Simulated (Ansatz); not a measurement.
# TaAs (I4₁md, No. 109; start mp-1936): properties by level of theory

| level (code) | lattice constant a (Å) | c axis length (Å) |
|---|---|---|
| LDA (Ansatz) | 3.405 | 11.510 |
| PBE (Ansatz) | 3.463 | 11.736 |
| PBEsol (Ansatz) | 3.429 | 11.583 |
| PBE-D3(BJ) (Ansatz) | 3.432 | 11.568 |
| PBE-D4 (Ansatz) | 3.442 | 11.626 |

Caveats: the relaxation could not lower the start's symmetry, so the cell can be a saddle point above a distorted one (LDA, PBE, PBEsol, PBE-D3(BJ), PBE-D4). Ansatz's density-functional and Hartree–Fock values are scalar-relativistic unless marked +SOC, with PAW data made under PBE.

Static lattice: no zero-point or thermal effects.

A start named mp-… is a Materials Project structure, which can be a computed phase never made.

Ansatz is a program for electronic structure.
